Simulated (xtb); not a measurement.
xtb 6.7.1, GFN2-xTB: Y(OiPr)(Me)2 (CC(C)[O][Y]([CH3])[CH3]), 20 atoms. The geometry is a generated start, not checked to be a minimum at this level.

method: GFN2-xTB
--acc: 1 (default)
--etemp (K): 300 (default)
detailed input (--input): none: ANC optimiser, Lindh (1995) Hessian, microcycle=20, maxdispl=1.0, hlow=0.01 (default)
basis functions: 47
valence electrons: 42

```xyz
20

Y      1.0484     0.6130     0.2614
O     -0.7200    -0.1852     0.7392
C     -1.4082    -1.0231    -0.1163
C     -0.6396    -2.3390    -0.3513
C     -1.7012    -0.3403    -1.4675
H     -2.3776    -1.2733     0.3557
H      0.3210    -2.1254    -0.8474
H     -1.2163    -3.0207    -0.9732
H     -0.4391    -2.8161     0.6062
H     -2.1986     0.6119    -1.2877
H     -0.7595    -0.1519    -2.0032
H     -2.3417    -0.9659    -2.0854
C      2.4970     0.2020     2.1045
H      2.3179    -0.7808     2.5476
H      2.2338     0.9441     2.8708
H      3.5745     0.2843     1.9459
C      0.5474     2.8053    -0.5053
H     -0.1843     3.1919     0.2188
H      0.0687     2.8536    -1.4870
H      1.3774     3.5157    -0.5258
```

Charge 0 and multiplicity 1 are set for this test and not shown to be the ground state.

The structure is relaxed from this start with --opt LEVEL for the levels crude, sloppy, loose, lax, normal, tight, vtight, extreme, once each. Up to the end of the extreme run atoms move by at most 0.65 Å along an axis.

Task: Which level is enough to come within 1 meV of the tightest end point?

Result: vtight: 68 cycles against 68, ending 0.000 meV above.

| level | cycles | energy above the extreme run (meV) | gradient norm (eV/Å) |
|---|---|---|---|
| crude | 1 | 7.0 | 0.058 |
| sloppy | 1 | 7.0 | 0.058 |
| loose | 1 | 7.0 | 0.058 |
| lax | 1 | 7.0 | 0.058 |
| normal | 12 | 3.2 | 0.021 |
| tight | 25 | 1.9 | 0.011 |
| vtight | 68 | under 0.01 | 0.0021 |
| extreme | 68 | — | 0.0021 |
